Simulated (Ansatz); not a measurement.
**Fermi-surface data of NbIr3 (P6_3/mmc)**

Input:

```xyz
8
Lattice="5.5206 0.0000 0.0000 -2.7603 4.7810 0.0000 0.0000 0.0000 4.4316" Properties=species:S:1:pos:R:3 pbc="T T T"
Nb     0.0000     3.1873     3.3237
Nb     2.7603     1.5937     1.1079
Ir     0.0000     1.5667     1.1079
Ir     2.7603     3.2143     3.3237
Ir     4.1638     0.7833     3.3237
Ir    -1.4035     3.9976     1.1079
Ir     1.4035     3.9976     1.1079
Ir     1.3568     0.7833     3.3237
```

Level of theory: PBEsol, rigid bands (plane waves, PAW, scalar-relativistic; Ansatz, a first-principles code). Geometry: cell and atoms relaxed with PBEsol.

The density of states at the Fermi level is 2.85 states/(eV·cell), both spins and the bare Sommerfeld coefficient is 0.84 mJ/(mol of atoms·K²). The drude plasma energy comes out as 4.8 (x), 4.8 (y), 6.0 (z) eV, the root-mean-square Fermi velocity is 6.6e5 m/s and the resistivity times τ is 21 (x), 21 (y), 13.4 (z) ×10⁻²² Ω·m·s.

A metal at this level (no band gap); rigid bands, thermally averaged at 300 K, both spins. Spin-orbit coupling is left out, which matters with elements this heavy. τ is one relaxation time for all states.

Computed structure with no diffraction record at hand here (it may be known, metastable or hypothetical): NbIr3 (P6_3/mmc).
